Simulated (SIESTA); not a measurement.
Input and output of a self-consistent single point for Sc (P6_3/mmc, 2 atoms in the cell) (SIESTA).

Method: GGA PBE, numerical atomic orbitals TZP, PseudoDojo PBE standard norm-conserving potentials (rewritten from UPF to PSML) in SIESTA.

The change in words: lattice scaled by 0.98. Reference geometry:
```
CELL_PARAMETERS angstrom
      1.65500    -2.86654     0.00000
      1.65500     2.86654     0.00000
      0.00000     0.00000     5.27000
ATOMIC_POSITIONS crystal
  Sc 0.33333 0.66667 0.25000
  Sc 0.66667 0.33333 0.75000
```

Reference input (self-consistent single point, DFT, GGA PBE, numerical atomic orbitals TZP, PseudoDojo PBE standard norm-conserving potentials (rewritten from UPF to PSML)): XC.functional = GGA; XC.authors = PBE; potentials = PseudoDojo PBE standard; PAO.BasisSize = TZP; PAO.EnergyShift = 0.005 Ry; MeshCutoff = 400 Ry; kgrid.MonkhorstPack = 11 11 6; OccupationFunction = FD; ElectronicTemperature = 0.1 eV; MaxSCFIterations = 150; SCF.Mixer.Method = Broyden; SCF.Mixer.Weight = 0.2. This run's input differs from it in these lines:

```diff
@@ -11,5 +11,5 @@
 %block LatticeVectors
-     1.655000000   -2.866544090    0.000000000
-     1.655000000    2.866544090    0.000000000
-     0.000000000    0.000000000    5.270000000
+     1.621900000   -2.809213000    0.000000000
+     1.621900000    2.809213000    0.000000000
+     0.000000000    0.000000000    5.164600000
 %endblock LatticeVectors
```

Output, abridged:

```
        iscf     Eharris(eV)        E_KS(eV)     FreeEng(eV)     dDmax    Ef(eV) dHmax(eV)
   scf:    1    -2619.425817    -2632.638228    -2632.754270  1.669949 -5.493374  2.924266
   scf:    2    -2633.127543    -2632.897331    -2633.015558  0.054631 -5.652801  1.822076
   scf:    3    -2633.138035    -2633.061293    -2633.183519  0.086657 -5.937448  0.045028
   scf:    4    -2633.061831    -2633.061598    -2633.183707  0.002076 -5.930015  0.006268
   scf:    5    -2633.061676    -2633.061639    -2633.183734  0.001174 -5.929846  0.011492
   scf:    6    -2633.061639    -2633.061639    -2633.183746  0.000807 -5.931399  0.005376
   scf:    7    -2633.061641    -2633.061640    -2633.183748  0.000356 -5.932025  0.003258
   scf:    8    -2633.061635    -2633.061638    -2633.183749  0.000222 -5.932618  0.000634
   scf:    9    -2633.061644    -2633.061641    -2633.183749  0.000106 -5.932730  0.000527
   scf:   10    -2633.061646    -2633.061643    -2633.183749  0.000080 -5.932819  0.000410
SCF Convergence by DM+H criterion
max |DM_out - DM_in|         :     0.0000802403
max |H_out - H_in|      (eV) :     0.0004103651
SCF cycle converged after 10 iterations

Using DM_out to compute the final energy and forces

siesta: E_KS(eV) =            -2633.0616

siesta: E_KS - E_eggbox =     -2633.0616

siesta: Atomic forces (eV/Ang):
     1    0.000000    0.000081   -0.000000
     2    0.000000   -0.000081   -0.000000
   Tot    0.000000    0.000000   -0.000000
   Max    0.000081
   Res    0.000047    sqrt( Sum f_i^2 / 3N )
   Max    0.000081    constrained

Stress tensor Voigt[x,y,z,yz,xz,xy] (kbar):      -29.36      -29.26      -10.69        0.00       -0.00        0.00
(Free)E + p*V (eV/cell)    -2632.5051
Target enthalpy (eV/cell)    -2633.1837

siesta: Program's energy decomposition (eV):
siesta: FreeEng =     -2633.183749

   [... lines left out ...]
siesta: Cell volume =         47.062547 Ang**3
siesta:          23.10278262         23.10106818  kBar
   [... lines left out ...]
   2 11.000   1.896   0.047  -0.174   0.707   1.977   1.978   1.977   0.335
              0.292   0.335   0.360   0.351   0.394   0.351   0.360  -0.053

             -0.060  -0.050  -0.060  -0.053   0.014   0.028   0.007   0.028

              0.014

mulliken: Qtot =       22.000

Mulliken Atomic Populations:
Atom #   charge [q] valence [e]  Species
     1     0.000000   11.000000  Sc
     2    -0.000000   11.000000  Sc
 Total    -0.000000
```

The run converged in 10 iterations. Against the reference run the free energy rises by 4.6 meV/atom and the pressure goes from -1.11 to 2.31 GPa.

The starting cell has typed, rounded lattice constants, without a prior relaxation at this level. For this run, on top of that: lattice scaled by 0.98. Values carry the incompleteness of an atom-centred basis.

Cost on one core of a shared machine: roughly 70 s.
